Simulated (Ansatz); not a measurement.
An Ansatz (an electronic-structure program) input (plane-wave PAW DFT at the PBE level (Ansatz, 420 eV), no spin-orbit coupling):

Ansatz 0.2 input:
```yaml
crystal:
  lattice:
    - [0, 3.3175747756, 3.3175747756]
    - [3.3175747756, 0, 3.3175747756]
    - [3.3175747756, 3.3175747756, 0]
  atoms:
    - { symbol: Te, position: [0.5, 0.5, 0.5] }
    - { symbol: Pb, position: [0, 0, 0] }
basis: { ecutwfc: 420, ecutrho_ratio: 4, xc_grid: 2, fft_grid_basis: typed }
kpoints: { mp_grid: { grid: [9, 9, 9] } }
hamiltonian:
  xc: pbe
  dispersion: none
  pseudopotentials: { kind: paw }
scf: { occupations: { method: fermi_dirac, width: 0.05 }, convergence: { dr2_threshold: 0.0000000002 } }
relax: { f_tol: 0.005, max_steps: 50 }
output: { forces: true, stress: true }
checkpoint: { write: state.ck, write_every: 1000 }
```

Question: Which symmetry and how many k-points will the program report, and about how many plane waves at Γ?

Answer: Space group Fm-3m (ITA 225) with 48 operations, k-points 35 of 729, and 1411 plane waves at Γ.

Question: And the final pressure?

Answer: -1.08 GPa (compression positive).

The cells carry an imposed strain or load. No phonon test of stability was made. The cell was made from PbTe in the rock salt structure (space group Fm-3m, No. 225) by this change: isotropic strain +1.00 %.
